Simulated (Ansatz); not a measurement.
Input:

End structure of a constructed model of the (100) surface of fcc Al, a layer of Ru in place of the second plane (bottom of the slab: a bare face, its two planes held):

```xyz
6
Lattice="2.8581 0.0000 0.0000 0.0000 2.8581 0.0000 0.0000 0.0000 26.5000" Properties=species:S:1:pos:R:3 pbc="T T T"
Al     1.4290     1.4290     8.0476
Al     0.0000     0.0000    10.0685
Al     1.4290     1.4290    12.2022
Al     0.0000     0.0000    14.3457
Ru     1.4290     1.4290    15.9396
Al     0.0000     0.0000    17.3878
```

Model: 6-atom slab, 10.4 Å thick at the start (thin: gaps and levels are the slab's own), 13x13x1 mesh, Fermi-Dirac 0.1 eV, dipole correction, 2 atoms held, the rest relaxed; symmetry of the start imposed; no spin, no spin-orbit, no U. It is one candidate, not shown to be the stable structure of the face.

### Question
Predict the work function of the top face from PBE (Ansatz, a program for electronic structure).

### Answer
3.52 eV
